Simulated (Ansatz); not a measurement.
Take MoS2 (space group P6_3/mmc, No. 194; a = 3.1493 Å, c = 12.0895 Å; layered, stacked along the Cartesian z axis) as the base. Axes: x lies along a and z along c of the hexagonal cell.

Method: plane-wave PAW DFT at the PBE-D3(BJ) level (Ansatz, a program for electronic structure, 420 eV), without spin-orbit coupling.

Strains are applied to the cell and any free atomic positions relax; under biaxial strain the out-of-plane vector relaxes too.

One change was made to it. Results:

```csv
quantity,base,after
"valence-band top at Γ (three highest levels, from the VBM)","0.00, -1.11, -1.29 eV","0.00, -1.07, -1.20 eV"
band gap,0.77 eV,0.75 eV
hole mass,"1.0 mₑ along c, 0.61 mₑ across (at Γ)","1.2 mₑ out of plane, 0.54 mₑ in plane (at Γ)"
smallest direct gap,1.70 eV,1.57 eV
```

Problem. Which of these changes matches the shifts?
A) biaxial strain +0.60 %, plane normal [001], relaxed out of plane
B) biaxial strain +2.40 %, plane normal [001], relaxed out of plane
C) biaxial strain +1.20 %, plane normal [001], relaxed out of plane

Solution. C, biaxial strain +1.20 %, plane normal [001], relaxed out of plane. For comparison, the valence-band top at Γ in the other runs: biaxial strain +0.60 %, plane normal [001], relaxed out of plane gives 0.00, -1.09, -1.25 eV; biaxial strain +2.40 %, plane normal [001], relaxed out of plane gives 0.00, -1.02, -1.12 eV.

Effective masses come from finite differences of ±0.01 Å⁻¹. Whether these cells are dynamically stable was not tested.
